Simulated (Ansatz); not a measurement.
A computed series for WC: pressure series

Base system: WC (space group P-6m2, No. 187; a = 2.913 Å, c = 2.837 Å).

Cell and atoms are relaxed at each pressure.

Method: r2SCAN/PAW in Ansatz (an electronic-structure program), spin-orbit coupling left out, earlier PAW set.

```json
[
 {"P (GPa)": "-2.00", "V (Å³/atom)": "10.473"},
 {"P (GPa)": "-1.00", "V (Å³/atom)": "10.446"},
 {"P (GPa)": "0.30", "V (Å³/atom)": "10.412"},
 {"P (GPa)": "0.70", "V (Å³/atom)": "10.402"},
 {"P (GPa)": "1.50", "V (Å³/atom)": "10.381"},
 {"P (GPa)": "3.00", "V (Å³/atom)": "10.343"},
 {"P (GPa)": "5.00", "V (Å³/atom)": "10.294"},
 {"P (GPa)": "7.50", "V (Å³/atom)": "10.234"},
 {"P (GPa)": "10.00", "V (Å³/atom)": "10.176"}
]
```

### Question
Fit a third-order Birch–Murnaghan equation of state.

### Answer
Least squares on P(V) = (3B₀/2)[(V₀/V)^(7/3) − (V₀/V)^(5/3)]·[1 + (3/4)(B₀′ − 4)((V₀/V)^(2/3) − 1)] gives V₀ = 10.42 Å³/atom, B₀ = 401 GPa and B₀′ = 4.2.

Load acts through the strain it causes; cell and atoms are relaxed under it. Whether these cells are dynamically stable was not tested. No other phases were tried under pressure. All final runs are without spin polarisation.
